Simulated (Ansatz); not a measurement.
## Mg2Sn: pressure series

Start from Mg$_{2}$Sn (space group Fm-3m, No. 225).

Mg2Sn has the cubic space group Fm-3m (No. 225), Pearson symbol cF12. Conventional cell: a = 6.7460 Å, b = 6.7460 Å, c = 6.7460 Å, α = 90.00°, β = 90.00°, γ = 90.00°. Sn on 4a is surrounded by 8 Mg at 2.921 Å (cubic). Mg on 8c sees 4 Sn at 2.921 Å and 6 Mg at 3.373 Å. (Neighbours: up to the widest gap in distance over summed covalent radii, below 1.35, at either atom.)
(The calculation used a cell of 3 atoms; values per cell refer to that cell.)

Cell and atoms are relaxed at each pressure.

Method: DFT with PBEsol, PAW potentials and a 420 eV plane-wave cutoff in Ansatz (a program for electronic structure), scalar-relativistic without spin-orbit coupling.

Notes on the quantities. enthalpy: H = E + PV relative to the base's energy.

| variant | volume per atom | enthalpy |
|---|---|---|
| base | 25.58 Å³ | – |
| pressure −2 GPa | 26.93 Å³ | -0.33 eV/atom |
| pressure −1 GPa | 26.21 Å³ | -0.16 eV/atom |
| pressure 1.8 GPa | 24.63 Å³ | +0.28 eV/atom |
| pressure 4.2 GPa | 23.59 Å³ | +0.64 eV/atom |
| pressure 9 GPa | 22.00 Å³ | +1.32 eV/atom |
| pressure 18 GPa | ___ | +2.50 eV/atom |
| pressure 30 GPa | 18.20 Å³ | +3.93 eV/atom |
| pressure 45 GPa | 16.68 Å³ | +5.55 eV/atom |
| pressure 60 GPa | 15.57 Å³ | +7.06 eV/atom |

Problem. Fill in the withheld entries from the trend.

Solution. 
- pressure 18 GPa, volume per atom: 19.98 Å³

Load acts through the strain it causes; cell and atoms are relaxed under it. No phonon test of stability was made. No other phases were tried under pressure.
